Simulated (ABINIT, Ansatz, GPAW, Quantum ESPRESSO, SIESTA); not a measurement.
# RbMg6Cu (P1, 8 atoms in the cell) computed with different codes at matched settings

Self-consistent single point, at a second geometry (atoms moved at random). First geometry:

```yaml
crystal:
  lattice:
    - [5.26295, 0.00000, 0.00000]
    - [0.00000, 3.26290, 5.87026]
    - [0.00000, -3.26290, 5.87026]
  atoms:
    - { symbol: Rb, position: [0.50000, 0.66741, 0.66741] }
    - { symbol: Mg, position: [0.50000, 0.67244, 0.16324] }
    - { symbol: Mg, position: [0.50000, 0.16324, 0.67244] }
    - { symbol: Mg, position: [0.00000, 0.85620, 0.30714] }
    - { symbol: Mg, position: [0.00000, 0.30714, 0.85620] }
    - { symbol: Mg, position: [0.00000, 0.32646, 0.32646] }
    - { symbol: Mg, position: [0.00000, 0.84616, 0.84616] }
    - { symbol: Cu, position: [0.50000, 0.16094, 0.16094] }
```

Second geometry:
```yaml
crystal:
  lattice:
    - [5.26295, 0.00000, 0.00000]
    - [0.00000, 3.26290, 5.87026]
    - [0.00000, -3.26290, 5.87026]
  atoms:
    - { symbol: Rb, position: [0.49634, 0.66650, 0.66442] }
    - { symbol: Mg, position: [0.49992, 0.67919, 0.16484] }
    - { symbol: Mg, position: [0.49451, 0.15440, 0.67155] }
    - { symbol: Mg, position: [0.00945, 0.86004, 0.30683] }
    - { symbol: Mg, position: [0.99414, 0.31787, 0.84868] }
    - { symbol: Mg, position: [0.99159, 0.32183, 0.32718] }
    - { symbol: Mg, position: [0.00335, 0.84663, 0.84648] }
    - { symbol: Cu, position: [0.51069, 0.15353, 0.17001] }
```

Shared settings, as Ansatz (an electronic-structure program) writes them: kpoints.mp_grid.grid = 4 3 3; scf.occupations.method = fermi_dirac; scf.occupations.width = 0.1 eV. Potentials and cutoffs stand in the table.

```json
[
 {"code": "SIESTA", "model": "GGA PBEsol, numerical atomic orbitals DZP, PseudoDojo PBEsol standard norm-conserving potentials (rewritten from UPF to PSML)", "ΔF from the first geometry (meV/atom)": "4.0", "pressure (GPa)": "-0.47", "largest force (eV/Å)": "–", "cutoff": "grid 350 Ry"},
 {"code": "GPAW", "model": "PBEsol, GPAW PAW datasets PBEsol (made by gpaw-setup)", "ΔF from the first geometry (meV/atom)": "1.9", "pressure (GPa)": "-0.90", "largest force (eV/Å)": "0.240", "cutoff": "850 eV"},
 {"code": "ABINIT", "model": "PBEsol, PAW (JTH v2.0 PBE PAW, files made for PBE)", "ΔF from the first geometry (meV/atom)": "1.9", "pressure (GPa)": "-0.87", "largest force (eV/Å)": "0.246", "cutoff": "60 Ry"},
 {"code": "Quantum ESPRESSO", "model": "PBEsol, PseudoDojo standard norm-conserving (PBESOL) pseudopotentials", "ΔF from the first geometry (meV/atom)": "1.9", "pressure (GPa)": "-0.91", "largest force (eV/Å)": "0.240", "cutoff": "95 Ry"},
 {"code": "Ansatz", "model": "PBEsol, PAW files made with PBE", "ΔF from the first geometry (meV/atom)": "1.8", "pressure (GPa)": "-0.92", "largest force (eV/Å)": "0.240", "cutoff": "default"}
]
```

Size of the force on each atom (eV/Å): Sizes of forces hide their directions.

```tsv
code	Rb1	Mg2	Mg3	Mg4	Mg5	Mg6	Mg7	Cu8
GPAW	0.240	0.073	0.171	0.116	0.087	0.060	0.116	0.131
ABINIT	0.246	0.073	0.170	0.127	0.105	0.060	0.111	0.133
Quantum ESPRESSO	0.240	0.074	0.168	0.119	0.094	0.061	0.119	0.133
Ansatz	0.240	0.074	0.169	0.119	0.093	0.059	0.115	0.132
```

A dash marks a value that a program does not give, or that is left out as unsure.

On Ansatz's run: spin polarisation is off.

The spread over the programs that give each value: ΔF from the first geometry within 2.2 meV/atom; pressure within 0.45 GPa; largest force within 0.006 eV/Å.

SIESTA uses small atom-centred bases, whose incompleteness enters pressures, forces and empty levels differently from a plane-wave cutoff. Ansatz's pressure is given at a fixed set of plane waves, as the other plane-wave codes print theirs.

The starting cell comes from a database of computed structures (which also holds hypothetical and non-ambient phases and stackings), without a prior relaxation at this level. For this run, on top of that: atoms moved at random.

Left out of this page: CP2K (unsound by tests on forces, stress, charge or solver warnings).

Keys are those of Ansatz 0.2.
